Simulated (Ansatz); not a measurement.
C on the 1x1 (0001) surface of hcp Ru, one in a 3x3 cell, energies for each (57.7 Å²). Energies are against an atom of graphite, without zero-point or thermal terms; each row is named by its start.

Calculation: PBE (plane waves to 420 eV, PAW; Ansatz, an electronic-structure program).

Which site binds most strongly?
A) hollow Ru-Ru-Ru
B) top Ru
C) hollow Ru-Ru-Ru over Ru at depth 2.1 Å

C, hollow Ru-Ru-Ru over Ru at depth 2.1 Å. Adsorption energies: hollow Ru-Ru-Ru over Ru at depth 2.1 Å 0.09 eV; hollow Ru-Ru-Ru 0.66 eV; top Ru 2.39 eV.
